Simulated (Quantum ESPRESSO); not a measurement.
Worked example: self-consistent single point of AlRh (P4mm, 2 atoms in the cell) in Quantum ESPRESSO.

Method of the run: LDA (PZ), PSlibrary ultrasoft (LDA, semicore) pseudopotentials (plane waves; Quantum ESPRESSO).

```
CELL_PARAMETERS angstrom
      2.99221     0.00000     0.00000
      0.00000     2.99221     0.00000
      0.00000     0.00000     2.99221
ATOMIC_POSITIONS crystal
  Al 0.00000 0.00000 0.01671
  Rh 0.50000 0.50000 0.50000
```

Reference input (self-consistent single point, DFT, LDA (PZ), plane waves, PSlibrary ultrasoft (LDA, semicore) pseudopotentials): ecutwfc = 60 Ry; ecutrho = 420 Ry; occupations = smearing; smearing = gaussian; degauss = 0.0073499 Ry; potentials = {Al: Al.pz-n-rrkjus_psl.1.0.0.UPF, Rh: Rh.pz-spn-rrkjus_psl.1.0.0.UPF}; K_POINTS = automatic 7 7 7 0 0 0; conv_thr = 1e-09 Ry. This run's input differs from it in these lines:

```diff
@@ -15,4 +15,4 @@
    occupations = 'smearing'
-   smearing = 'gaussian'
-   degauss = 0.0073499
+   smearing = 'methfessel-paxton'
+   degauss = 0.000734986
 /
@@ -32,3 +32,3 @@
 K_POINTS automatic
-7 7 7  0 0 0
+12 12 12  0 0 0
```

Output, abridged:

```
     Self-consistent Calculation

     iteration #  1     ecut=    60.00 Ry     beta= 0.70

     Threshold (ethr) on eigenvalues was too large:
     Diagonalizing with lowered threshold

     total energy              =    -231.80263126 Ry
     estimated scf accuracy    <       0.10324958 Ry

     iteration #  2     ecut=    60.00 Ry     beta= 0.70

     total energy              =    -231.79680981 Ry
     estimated scf accuracy    <       0.29598670 Ry

     iteration #  3     ecut=    60.00 Ry     beta= 0.70

     total energy              =    -231.85088725 Ry
     estimated scf accuracy    <       0.00141118 Ry

   [... 3 blocks of this kind left out ...]

     iteration #  7     ecut=    60.00 Ry     beta= 0.70

     total energy              =    -231.85116204 Ry
     estimated scf accuracy    <       0.00000002 Ry

     iteration #  8     ecut=    60.00 Ry     beta= 0.70
     End of self-consistent calculation

     Number of k-points >= 100: set verbosity='high' to print the bands.

     the Fermi energy is    16.6721 ev

!    total energy              =    -231.85116204 Ry
     estimated scf accuracy    <          5.2E-10 Ry
     smearing contrib. (-TS)   =       0.00000203 Ry
     internal energy E=F+TS    =    -231.85116407 Ry

     convergence has been achieved in   8 iterations

     Forces acting on atoms (cartesian axes, Ry/au):

     atom    1 type  1   force =     0.00000000    0.00000000   -0.01067566
     atom    2 type  2   force =     0.00000000    0.00000000    0.01067566

     Total force =     0.015098     Total SCF correction =     0.000059

          total   stress  (Ry/bohr**3)                   (kbar)     P=      -92.33
  -0.00062598   0.00000000   0.00000000          -92.09        0.00        0.00
   0.00000000  -0.00062598   0.00000000            0.00      -92.09        0.00
   0.00000000   0.00000000  -0.00063103            0.00        0.00      -92.83

   JOB DONE.
```

The run converged in 8 iterations. Against the reference run the free energy is nearly the same (within 1 meV/atom), the pressure goes from -9.36 to -9.23 GPa and the largest force hardly changes (0.273 to 0.274 eV/Å).

The starting cell comes from a database of computed structures (which also holds hypothetical and non-ambient phases and stackings), without a prior relaxation at this level. Its lattice was rescaled by up to half a per cent. One atom was moved a little off its site on purpose. Spin polarisation is off. With a pressure of about -9 GPa the cell is away from its equilibrium volume at this level.

Cost on one core of a shared machine: roughly 80 s.
